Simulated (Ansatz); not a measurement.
The starting structures come from a database of crystals and need not be the phases stable at ambient conditions.

The decay constant κ of evanescent states in the gap governs leakage through a thin film.

Given:

```xyz
12
Lattice="5.0950 0.0000 0.0000 0.0000 11.3644 0.0000 2.5475 5.6822 2.5475" Properties=species:S:1:pos:R:3 pbc="T T T"
Y      2.5475     2.8411     0.0000
Y      0.0000     5.6822     0.0000
V      5.0950    14.2056     2.5475
V      0.0000     0.0000     0.0000
O      3.8504     7.6087     0.7444
O      4.3506    10.4498     1.3029
O      3.7920    13.2910     1.8031
O      3.2919     4.7676     1.2446
O      6.3395     6.5968     1.8031
O      5.8394     3.7557     1.2446
O      1.3029    12.2791     0.7444
O      1.8031     9.4379     1.3029
```

Space group of this cell: I4_1/a. The cell is taken as given; by r2SCAN its mean pressure is -8.9 GPa.

Transport runs along the normal of the first two printed cell vectors, the (100) plane of the conventional cell.

No gap correction and no spin-orbit coupling; mid-gap values are interpolated between computed energies.

Question: Give the band gap and the smallest decay constant κ at mid-gap that r2SCAN in Ansatz (a quantum-chemistry and plane-wave program) yields.

Answer: Gap 2.89 eV on a 12×12×12 mesh; κ = 0.435 1/Å, at the zone centre.
